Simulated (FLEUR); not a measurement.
Input and output of a self-consistent single point for GaSb3 (Fm-3m, 4 atoms in the cell) (FLEUR).

Level of theory: PBEsol, all-electron FLAPW (FLEUR), scalar-relativistic valence.

The change in words: lattice scaled by 0.98. Reference geometry:
```xyz
4
Lattice="0.0000 3.7306 3.7306 3.7306 0.0000 3.7306 3.7306 3.7306 0.0000" Properties=species:S:1:pos:R:3 pbc="T T T"
Ga     0.0000     0.0000     0.0000
Sb     1.8653     1.8653     1.8653
Sb     5.5959     5.5959     5.5959
Sb     3.7306     3.7306     3.7306
```

Reference input (self-consistent single point, DFT, PBEsol, all-electron FLAPW (FLEUR), scalar-relativistic valence): Kmax = 3.8 1/bohr; GmaxXC = 13.3 1/bohr; xcFunctional = PBEs; jspins = 1; l_soc = F; mode = gauss; fermiSmearingEnergy = 0.00499791 Htr; mesh (inpgen div1-3) = 9 9 9; inpgen gamma flag = false; Gmax = 13.3 1/bohr; numbands = 0; maxIterBroyd = 25. This run's input differs from it in these lines:

```diff
@@ -3,5 +3,5 @@
 &input film=f /
-0.0000000000 7.0498028319 7.0498028319
-7.0498028319 -0.0000000000 7.0498028319
-7.0498028319 7.0498028319 0.0000000000
+0.0000000000 6.9088065863 6.9088065863
+6.9088065863 0.0000000000 6.9088065863
+6.9088065863 6.9088065863 0.0000000000
 1.0
@@ -46,5 +46,5 @@
          <bravaisMatrix>
-            <row-1>    0.0000000000000000     7.0498028319000001     7.0498028319000001</row-1>
-            <row-2>    7.0498028319000001     0.0000000000000000     7.0498028319000001</row-2>
-            <row-3>    7.0498028319000001     7.0498028319000001     0.0000000000000000</row-3>
+            <row-1>    0.0000000000000000     6.9088065862999999     6.9088065862999999</row-1>
+            <row-2>    6.9088065862999999     0.0000000000000000     6.9088065862999999</row-2>
+            <row-3>    6.9088065862999999     6.9088065862999999     0.0000000000000000</row-3>
          </bravaisMatrix>
```

Output, abridged:

```
 Iteration:     1   Distance:       2.93602858 me/bohr^3
 Iteration:     2   Distance:       2.73499400 me/bohr^3
 Iteration:     3   Distance:       1.25586458 me/bohr^3
 Iteration:     4   Distance:       0.31205187 me/bohr^3
 Iteration:     5   Distance:       0.23505288 me/bohr^3
   [... 6 lines left out ...]
 Iteration:    12   Distance:       0.00034941 me/bohr^3
 Iteration:    13   Distance:       0.00007340 me/bohr^3
 Iteration:    14   Distance:       0.00001088 me/bohr^3
 Iteration:    15   Distance:       0.00000810 me/bohr^3
 Run finished successfully
 Stop message:
   Structural relaxation: Done

[file out, last iteration]
             iter=     16
[...]
          total density-effective poten   -3.5369555424E+04
          total charge density-energy d   -5.7791259282E+02
 Updated energy parameters for spin:           1
[...]
 fermi energy and band-weighting factors:

[...]
FERMIE:
          first approx. to ef    (T=0)  :   0.310934 htr   (energy of the highest occ. eigenvalue)
          number of occ. states  (T=0)  :       1025
          first approx. to seigv (T=0)  : -22.742047 htr
          sum of weights of occ. states :  29.027435
          sum of semicore charge        :   0.000000 e
          fermi energy=   0.31233 har   work function=  -8.49901 ev
          number of valence electrons=  58.00000
     band-weighting factor for spin=    1
   [... lines left out ...]
          total moment                 =     0.00000
 Direct bandgap for spin            1 :    5.7533251809124830E-003  Htr
 ---->    free energy=                    -21385.1349057739 htr
   [... lines left out ...]
 TOTAL FORCE FOR ATOM TYPE=  1  X=  0.000   Y=  0.000   Z=  0.000
                       FX_TOT= 0.000000 FY_TOT= 0.000000 FZ_TOT= 0.000000
 TOTAL FORCE FOR ATOM TYPE=  2  X=  3.454   Y=  3.454   Z=  3.454
                       FX_TOT= 0.000000 FY_TOT= 0.000000 FZ_TOT= 0.000000
 TOTAL FORCE FOR ATOM TYPE=  3  X=  6.909   Y=  6.909   Z=  6.909
                       FX_TOT= 0.000000 FY_TOT= 0.000000 FZ_TOT= 0.000000
 Structural relaxation: Done
```

The run converged in 15 iterations. FLEUR gives forces in its relaxation mode, with a further iteration, so its stop message speaks of a relaxation. Against the reference run the total energy falls by 10.8 meV/atom.

The starting cell comes from a database of computed structures (which also holds hypothetical and non-ambient phases and stackings), without a prior relaxation at this level. For this run, on top of that: lattice scaled by 0.98. Spin-orbit coupling is off. Values depend on the basis (sphere radii, cutoffs, local orbitals), which need not be converged. No gap is read from this output. The log's line on a gap gives a spacing of levels on this mesh, which the program prints for metals too.

Cost on one core of a shared machine: roughly 2 min.
